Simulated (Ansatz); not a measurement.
## BP: element substitutions

Base system: BP in the zinc blende structure (space group F-43m, No. 216; a = 4.520 Å).

Each row replaces one element on all its sites; cell and atoms are relaxed.

Level of theory: PBEsol (Ansatz, a program for electronic structure, PAW, no spin-orbit coupling).

Base values:

| Property | Result |
|---|---|
| Band gap | 1.11 eV |

### Question
The aim is a band gap between 0.55 eV and 0.59 eV. Which of these changes reaches it?
A) P → Cl
B) P → Cu
C) B → In

### Answer
C, B → In. It gives 0.57 eV; P → Cu gives zero; P → Cl gives 0.85 eV. Changes not listed may reach it too

No phonon test of stability was made. As relaxed here, CuB and BCl are hypothetical phases, not in the database extracts checked. All final runs are without spin polarisation.
